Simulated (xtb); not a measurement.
xtb 6.7.1, GFN2-xTB: Si(Me)(OH)2(OEt) (CCO[Si](C)(O)O), 17 atoms. The geometry is a generated start, not checked to be a minimum at this level.

* **method**: GFN2-xTB
* **--acc**: 1 (default)
* **--etemp (K)**: 300 (default)
* **detailed input (--input)**: none: ANC optimiser, Lindh (1995) Hessian, microcycle=20, maxdispl=1.0, hlow=0.01 (default)
* **basis functions**: 44
* **valence electrons**: 44

```xyz
17

C     -2.0663    -0.2209    -1.7963
C     -1.0339     0.4144    -0.8759
O     -0.2628    -0.5894    -0.2773
Si     0.8585    -0.4967     0.9065
C      1.9591     1.0378     0.7776
O      0.1377    -0.6424     2.3713
O      1.8201    -1.7829     0.7428
H     -2.7220    -0.8730    -1.2242
H     -2.6605     0.5496    -2.2792
H     -1.5655    -0.8166    -2.5552
H     -0.3780     1.0823    -1.4488
H     -1.5388     1.0159    -0.1073
H      2.7168     1.0447     1.5535
H      2.4693     1.0648    -0.1796
H      1.3829     1.9548     0.8696
H     -0.5935    -0.0846     2.6201
H      1.4770    -2.6576     0.9024
```

The structure is relaxed from this start with --opt LEVEL for the levels crude, sloppy, loose, lax, normal, tight, vtight, extreme, once each. Up to the end of the extreme run atoms move by at most 0.70 Å along an axis.

Which level is enough to come within 1 meV of the tightest end point?

vtight: 131 cycles against 138, ending 0.016 meV above.

```tsv
level	cycles	energy above the extreme run (meV)	gradient norm (eV/Å)
crude	1	98	0.11
sloppy	1	98	0.11
loose	1	98	0.11
lax	1	98	0.11
normal	22	87	0.017
tight	38	86	0.0085
vtight	131	0.016	0.0030
extreme	138	—	0.0025
```
